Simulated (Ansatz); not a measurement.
Fluorite PtAl2, treated with PBE0-D3(BJ) in Ansatz (PAW).

Run with plane-wave cutoff 460 eV, 8×8×8 k mesh, Fermi–Dirac smearing 0.05 eV, scalar-relativistic PAW data made under PBE.

Cell (relaxed at this level):

```cif
data_Al8Pt4
_chemical_formula_sum 'Al8 Pt4'
_space_group_name_H-M_alt 'Fm-3m'
_space_group_IT_number 225
_space_group_name_Hall '-F 4 2 3'
_cell_length_a 5.84107
_cell_length_b 5.84107
_cell_length_c 5.84107
_cell_angle_alpha 90.000
_cell_angle_beta 90.000
_cell_angle_gamma 90.000
loop_
_atom_site_label
_atom_site_type_symbol
_atom_site_symmetry_multiplicity
_atom_site_Wyckoff_symbol
_atom_site_fract_x
_atom_site_fract_y
_atom_site_fract_z
_atom_site_occupancy
Al1 Al 8 c 0.25000 0.25000 0.25000 1
Pt1 Pt 4 a 0.00000 0.00000 0.00000 1
```
(The calculation used a cell of 3 atoms; values per cell refer to that cell.)

Predict the bulk modulus and pressure derivative B′ of the bulk modulus.


- bulk modulus: 152 GPa
- pressure derivative B′ of the bulk modulus: 4.3

Spin–orbit coupling is not included.

Computed values are for the static lattice.

The result took about 9 core-minutes (a rough figure).

Ansatz is a program for electronic structure.
